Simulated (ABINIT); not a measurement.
# ABINIT run on Fe (Im-3m, 1 atom in the cell): self-consistent single point

Computed with PBE, PAW (JTH v2.0 PBE PAW) (plane waves; ABINIT).

This input was run:

```
# Fe, JTH v2.0 PBE PAW
pp_dirpath "./"
pseudos "Fe.GGA_PBE-JTH.xml"
acell 3*1.0
rprim
        -2.7117569888    2.7117569888    2.7117569888
         2.7117569888   -2.7117569888    2.7117569888
         2.7117569888    2.7117569888   -2.7117569888
natom 1
ntypat 1
znucl 26
typat 1
xred    0.0000000000    0.0000000000    0.0000000000
ecut 30
pawecutdg 60
pawxcdev 0
nsppol 2
spinat 0 0 2.5
occopt 3
tsmear 0.1 eV
nband 15
kptopt 1
ngkpt 11 11 11
nshiftk 1
shiftk 0 0 0
nstep 60
tolvrs 1.0e-10
prtwf 0
prtden 0
```

Output, abridged:

```
 Symmetries : space group Im -3 m (#229); Bravais cI (body-center cubic)

 -outvars: echo values of preprocessed input variables --------
            acell      1.0000000000E+00  1.0000000000E+00  1.0000000000E+00 Bohr
             ecut      3.00000000E+01 Hartree
              ixc     -101130
         kptrlatt       11    0    0      0   11    0      0    0   11
          kptrlen      5.16659097E+01
            natom           1
            nband          15
            ngfft          24      24      24
          ngfftdg          36      36      36
             nkpt          56
           nspden           2
           nsppol           2
            nstep          60
             nsym          48
           ntypat           1
           occopt           3
        pawecutdg      6.00000000E+01 Hartree
         pawxcdev           0
            rprim     -2.7117569888E+00  2.7117569888E+00  2.7117569888E+00
                       2.7117569888E+00 -2.7117569888E+00  2.7117569888E+00
                       2.7117569888E+00  2.7117569888E+00 -2.7117569888E+00
          spgroup         229
           spinat      0.0000000000E+00  0.0000000000E+00  2.5000000000E+00
           tolvrs      1.00000000E-10
           tsmear      3.67493254E-03 Hartree
            typat      1
           useylm           1
            znucl       26.00000

== DATASET  1 ==================================================================

 Real(R)+Recip(G) space primitive vectors, cartesian coordinates (Bohr,Bohr^-1):
 R(1)= -2.7117570  2.7117570  2.7117570  G(1)=  0.0000000  0.1843823  0.1843823
 R(2)=  2.7117570 -2.7117570  2.7117570  G(2)=  0.1843823  0.0000000  0.1843823
 R(3)=  2.7117570  2.7117570 -2.7117570  G(3)=  0.1843823  0.1843823  0.0000000
 Unit cell volume ucvol=  7.9764986E+01 bohr^3
 Angles (23,13,12)=  1.09471221E+02  1.09471221E+02  1.09471221E+02 degrees

 Coarse grid specifications (used for wave-functions):

 getcut: wavevector=  0.0000  0.0000  0.0000  ngfft=  24  24  24
         ecut(hartree)=     30.000   => boxcut(ratio)=   2.07240

 Fine grid specifications (used for densities):

 getcut: wavevector=  0.0000  0.0000  0.0000  ngfft=  36  36  36
         ecut(hartree)=     60.000   => boxcut(ratio)=   2.19811

   4.97280188E+02                                ecore*ucvol(ha*bohr**3)

_setup2: Arith. and geom. avg. npw (full set) are     625.696     625.681

--- !BeginCycle
solver: {iscf: 17, nstep: 60, nline: 4, wfoptalg: 10, }
tolerances: {tolvrs: 1.00E-10, }
...

     iter   Etot(hartree)     deltaE(h) residm    nres2    magn
 ETOT  1  -122.79415665740    -1.23E+02 3.40E+01 2.54E+02 0.816
 ETOT  2  -124.59623711137    -1.80E+00 7.48E-02 2.81E+02 2.085
 ETOT  3  -124.45181094937     1.44E-01 1.64E-01 4.04E+00 1.857
 ETOT  4  -124.44148867798     1.03E-02 9.76E-02 7.09E+00 2.034
 ETOT  5  -124.44135024242     1.38E-04 1.47E-01 2.31E+00 2.096
 ETOT  6  -124.44210764649    -7.57E-04 1.11E-02 6.19E-01 2.237
   [... 5 lines left out ...]
 ETOT 12  -124.44210872663    -5.63E-09 3.54E-04 1.75E-06 2.256
 ETOT 13  -124.44210872716    -5.24E-10 2.50E-04 7.27E-08 2.256
 ETOT 14  -124.44210872740    -2.44E-10 1.68E-04 6.91E-09 2.256
 ETOT 15  -124.44210872740    -2.33E-12 1.42E-04 4.29E-10 2.256
 ETOT 16  -124.44210872740     5.68E-14 9.50E-05 3.11E-12 2.256

 At SCF step   16       nres2   =  3.11E-12 < tolvrs=  1.00E-10 =>converged.

 Cartesian components of stress tensor (hartree/bohr^3)
  sigma(1 1)=  2.58383347E-04  sigma(3 2)=  0.00000000E+00
  sigma(2 2)=  2.58383347E-04  sigma(3 1)=  0.00000000E+00
  sigma(3 3)=  2.58383347E-04  sigma(2 1)=  0.00000000E+00

 Integrated electronic and magnetization densities in atomic spheres:
 Radius=ratsph(iatom), smearing ratsm=  0.0000. Diff(up-dn)=approximate z local magnetic moment.
 Atom    Radius    up_density   dn_density  Total(up+dn)  Diff(up-dn)
    1   2.11532     8.349315     6.037000     14.386315     2.312315
  Sum:              8.349315     6.037000     14.386315     2.312315
 Total magnetization (from the atomic spheres):             2.312315
 Total magnetization (exact up - dn):                       2.255809

 ----iterations are completed or convergence reached----

 reduced coordinates (array xred) for    1 atoms
       0.000000000000      0.000000000000      0.000000000000
 cartesian forces (eV/Angstrom) at end:
    1     -0.00000000000000    -0.00000000000000    -0.00000000000000
 frms,max,avg= 0.0000000E+00 0.0000000E+00   0.000E+00  0.000E+00  0.000E+00 e/A
 length scales=  1.000000000000  1.000000000000  1.000000000000 bohr
              =  0.529177208590  0.529177208590  0.529177208590 angstroms
 Fermi (or HOMO) energy (hartree) =   0.31645   Average Vxc (hartree)=  -0.46167
 Magnetization (Bohr magneton)=  2.25580235E+00
 Total spin up =  9.12790117E+00   Total spin down =  6.87209883E+00
 Eigenvalues (hartree) for nkpt=  56  k points, SPIN UP:
 kpt#   1, nband= 15, wtk=  0.00075, kpt=  0.0000  0.0000  0.0000 (reduced coord)
  -2.91954   -1.66341   -1.66341   -1.66341    0.01337    0.23519    0.23519    0.23519
   0.27721    0.27721    1.20990    1.20990    1.20990    1.39388    1.39388
      occupation numbers for kpt#   1
   1.00000    1.00000    1.00000    1.00000    1.00000    1.00000    1.00000    1.00000
   0.99998    0.99998    0.00000    0.00000    0.00000    0.00000    0.00000
 prteigrs : prtvol=0 or 1, do not print more k-points.

 Eigenvalues (hartree) for nkpt=  56  k points, SPIN DOWN:
 kpt#   1, nband= 15, wtk=  0.00075, kpt=  0.0000  0.0000  0.0000 (reduced coord)
  -2.81925   -1.56502   -1.56502   -1.56502    0.01890    0.30813    0.30813    0.30813
   0.38084    0.38084    1.19998    1.19998    1.19998    1.40172    1.40172
      occupation numbers for kpt#   1
   1.00000    1.00000    1.00000    1.00000    1.00000    0.90605    0.90605    0.90605
   0.00000    0.00000    0.00000    0.00000    0.00000    0.00000    0.00000
 prteigrs : prtvol=0 or 1, do not print more k-points.

--- !EnergyTerms
comment             : Components of total free energy in Hartree
kinetic             :  1.21890075074359E+01
hartree             :  2.41612530894359E+01
xc                  : -3.41266969381025E+00
Ewald energy        : -8.58893115166741E+01
psp_core            :  6.23431671327005E+00
local_psp           : -6.63908402006520E+01
spherical_terms     : -1.13326442278558E+01
internal            : -1.24440888328850E+02
'-kT*entropy'       : -1.22028208314487E-03
total_energy        : -1.24442108610933E+02
total_energy_eV     : -3.38624198575992E+03
...

-Cartesian components of stress tensor (GPa)         [Pressure= -7.6019E+00 GPa]
- sigma(1 1)=  7.60189923E+00  sigma(3 2)=  0.00000000E+00
- sigma(2 2)=  7.60189923E+00  sigma(3 1)=  0.00000000E+00
- sigma(3 3)=  7.60189923E+00  sigma(2 1)=  0.00000000E+00

 Calculation completed.
```

The run converged in 16 iterations.

The starting cell has typed, rounded lattice constants, without a prior relaxation at this level. With one magnetic atom in the cell only a parallel order is possible. With a pressure of about -8 GPa the cell is away from its equilibrium volume at this level.

Cost on one core of a shared machine: roughly 80 s.
